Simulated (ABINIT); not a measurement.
Input and output of a self-consistent single point for NbSi2 (P6_222, 9 atoms in the cell) (ABINIT).

Method of the run: PBE, PAW (JTH v2.0 PBE PAW) (plane waves; ABINIT).

```yaml
crystal:
  lattice:
    - [4.74902, 0.00000, 0.00000]
    - [-2.37451, 4.11277, 0.00000]
    - [0.00000, 0.00000, 6.50798]
  atoms:
    - { symbol: Nb, position: [0.00000, 0.50000, 0.16667] }
    - { symbol: Nb, position: [0.50000, 0.00000, 0.50000] }
    - { symbol: Nb, position: [0.50000, 0.50000, 0.83333] }
    - { symbol: Si, position: [0.84184, 0.68369, 0.50000] }
    - { symbol: Si, position: [0.15815, 0.84184, 0.83333] }
    - { symbol: Si, position: [0.31631, 0.15815, 0.16667] }
    - { symbol: Si, position: [0.15815, 0.31631, 0.50000] }
    - { symbol: Si, position: [0.84184, 0.15815, 0.83333] }
    - { symbol: Si, position: [0.68369, 0.84184, 0.16667] }
```

Reference input (self-consistent single point, DFT, PBE, plane waves, PAW (JTH v2.0 PBE PAW)): pseudos = [Nb.GGA_PBE-JTH.xml, Si.GGA_PBE-JTH.xml]; ecut = 20 Ha; pawecutdg = 40 Ha; pawxcdev = 0; occopt = 6; tsmear = 0.00499791 Ha; ngkpt = 5 5 3; nshiftk = 1; shiftk = 0 0 0; potentials = JTH v2.0 PBE PAW; nband = 41; kptopt = 1. This run's input differs from it in these lines:

```diff
@@ -29,3 +29,3 @@
 kptopt 1
-ngkpt 5 5 3
+ngkpt 7 7 4
 nshiftk 1
```

Output (repeated stretches shortened):

```
--- !BeginCycle
solver: {iscf: 17, nstep: 80, nline: 4, wfoptalg: 10, }
tolerances: {toldfe: 1.00E-09, }
...

     iter   Etot(hartree)      deltaE(h)  residm     nres2
 ETOT  1  -196.28582911630    -1.963E+02 2.033E-01 2.813E+01
 ETOT  2  -196.68774729557    -4.019E-01 3.968E-02 5.368E+00
 ETOT  3  -196.68885620681    -1.109E-03 8.530E-03 8.541E-01
 ETOT  4  -196.68966626823    -8.101E-04 2.675E-03 4.893E-02
 ETOT  5  -196.69015370193    -4.874E-04 5.501E-03 1.187E-02
   [... 17 lines left out ...]
 ETOT 23  -196.69051947903    -2.549E-09 2.091E-05 3.207E-10
 ETOT 24  -196.69051948046    -1.434E-09 6.052E-06 9.781E-11
 ETOT 25  -196.69051948127    -8.078E-10 1.826E-05 1.223E-10
 ETOT 26  -196.69051948173    -4.583E-10 6.105E-06 2.377E-10
 At SCF step   26, etot is converged :
  for the second time, diff in etot=  4.583E-10 < toldfe=  1.000E-09

 Cartesian components of stress tensor (hartree/bohr^3)
  sigma(1 1)= -2.37549402E-04  sigma(3 2)=  0.00000000E+00
  sigma(2 2)= -2.37549402E-04  sigma(3 1)=  0.00000000E+00
  sigma(3 3)= -3.35474521E-04  sigma(2 1)= -3.03747585E-14

 ----iterations are completed or convergence reached----

 reduced coordinates (array xred) for    9 atoms
      -0.000000000002      0.499999999996      0.166666666667
       0.499999999998     -0.000000000004      0.500000000000
       0.499999999998      0.499999999996      0.833333333333
       0.841844999997      0.683689999994      0.500000000000
       0.158154999999      0.841844999995      0.833333333333
       0.316310000000      0.158154999997      0.166666666667
   [... lines left out ...]
 Fermi (or HOMO) energy (hartree) =   0.46022   Average Vxc (hartree)=  -0.44774
 Fermi (or HOMO) energy (eV) =  12.52316   Average Vxc (eV)= -12.18369
   [... lines left out ...]
'-kT*entropy'       :  1.18299747291667E-04
total_energy        : -1.96690514985156E+02
total_energy_eV     : -5.35222110488217E+03
...

-Cartesian components of stress tensor (GPa)         [Pressure=  7.9493E+00 GPa]
- sigma(1 1)= -6.98894352E+00  sigma(3 2)=  0.00000000E+00
- sigma(2 2)= -6.98894352E+00  sigma(3 1)=  0.00000000E+00
- sigma(3 3)= -9.86999951E+00  sigma(2 1)= -8.93656099E-10

 Calculation completed.
```

The run converged in 26 iterations. Against the reference run the free energy goes down by 5.2 meV/atom, the pressure stays near 7.95 GPa while the zz stress (positive for compression) goes from 8.41 to 9.87 GPa and the largest force goes from 0.083 to 0.148 eV/Å.

The starting cell comes from a database of computed structures (which also holds hypothetical and non-ambient phases and stackings), without a prior relaxation at this level. Its lattice was rescaled by a random factor within 2.5 % of one. Spin polarisation is off. With a pressure of about 8 GPa the cell is away from its equilibrium volume at this level.

Cost on one core of a shared machine: roughly 5 min.
